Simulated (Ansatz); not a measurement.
The reference is ZnS in the zinc blende structure (space group F-43m, No. 216; a = 5.297 Å).

Method: LDA/PAW in Ansatz (an electronic-structure program), spin-orbit coupling left out.

For the base:

The band gap comes out as 2.13 eV. The electron mass is 0.17 mₑ (at Γ).

It is then changed as follows: an isotropic linear strain of +2.50 %, atoms relaxed at fixed cell.

Question: Estimate the effect on the band gap and electron mass.

Answer: The band gap shrinks by 0.33 eV to 1.80 eV; the electron mass becomes 0.15 mₑ (at Γ) (base: 0.17 mₑ (at Γ)).

Effective masses come from finite differences of ±0.01 Å⁻¹. Gaps are read on the SCF mesh and a high-symmetry path. Stability against distortions was not tested.
